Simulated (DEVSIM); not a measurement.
System: Schottky contact on p-type Si, at 250 K.

```tsv
layer (left to right)	material	thickness (μm)	Na (cm⁻³)	τn (s)	τp (s)
1	Si	0.660	6.4e16	0.00066	0.00066
2	Si	16.0	8.8e17	0.00066	0.00066
```

Left contact: Schottky, work function 4.144 eV, emission velocity 2e6 cm/s. Right contact: ohmic. Voltage is applied to the left contact. Recombination: SRH at mid-gap. Mobility is constant in doping.

Constants are typed, rounded textbook-type inputs, not results; the design itself was drawn at random and stands for no fabricated device. Values at 300 K; Nc and Nv go as T^1.5, mobilities as T to minus their exponent, the gap by Varshni's rule with the affinity fixed.

| parameter | Si |
|---|---|
| gap (eV) | 1.124 |
| affinity (eV) | 4.05 |
| permittivity | 11.7 |
| Nc (cm⁻³) | 2.86e19 |
| Nv (cm⁻³) | 3.1e19 |
| μn (cm²/Vs) | 1417 |
| μp (cm²/Vs) | 470 |
| T exponent of μn | 2.3 |
| T exponent of μp | 2.2 |
| Varshni α (eV/K) | 0.000473 |
| Varshni β (K) | 636 |

DEVSIM, 1D drift-diffusion, Boltzmann statistics, complete ionisation; no tunnelling, impact ionisation, image-force lowering or self-heating. Metal contacts follow the ideal Schottky-Mott rule: no Fermi-level pinning, no interface dipoles.

Question: Tabulate band edges, carrier densities and field at zero bias.

Answer: Energies count from the Fermi level of the right contact; mesh points crowd at the junctions.

```
x (μm)   Ec (eV)  Ev (eV)  n (cm⁻³)  p (cm⁻³)  field (V/cm)
-------  -------  -------  --------  --------  ------------
0.000      0.094   -1.042    2.8e17     < 1e2        140000
0.02727    0.421   -0.715    7.2e10     89000        110000
0.07914    0.837   -0.299       290    2.2e13         55000
0.1895     1.008   -0.128     < 1e2    6.3e16           240
0.4420     1.009   -0.127     < 1e2    6.4e16           ≈ 0
0.5670     1.009   -0.127     < 1e2    6.4e16            37
0.6257     1.012   -0.124     < 1e2    7.3e16          2000
0.6620     1.055   -0.081     < 1e2    5.4e17         24000
0.6925     1.065   -0.071     < 1e2    8.8e17            15
0.7537     1.065   -0.071     < 1e2    8.8e17           ≈ 0
0.8910     1.065   -0.071     < 1e2    8.8e17           ≈ 0
1.313      1.065   -0.071     < 1e2    8.8e17           ≈ 0
2.104      1.065   -0.071     < 1e2    8.8e17           ≈ 0
3.690      1.065   -0.071     < 1e2    8.8e17           ≈ 0
8.980      1.065   -0.071     < 1e2    8.8e17           ≈ 0
13.13      1.065   -0.071     < 1e2    8.8e17           ≈ 0
14.97      1.065   -0.071     < 1e2    8.8e17           ≈ 0
15.89      1.065   -0.071     < 1e2    8.8e17           ≈ 0
16.39      1.065   -0.071     < 1e2    8.8e17           ≈ 0
16.55      1.065   -0.071     < 1e2    8.8e17           ≈ 0
16.62      1.065   -0.071     < 1e2    8.8e17           ≈ 0
16.66      1.065   -0.071     < 1e2    8.8e17           ≈ 0
```
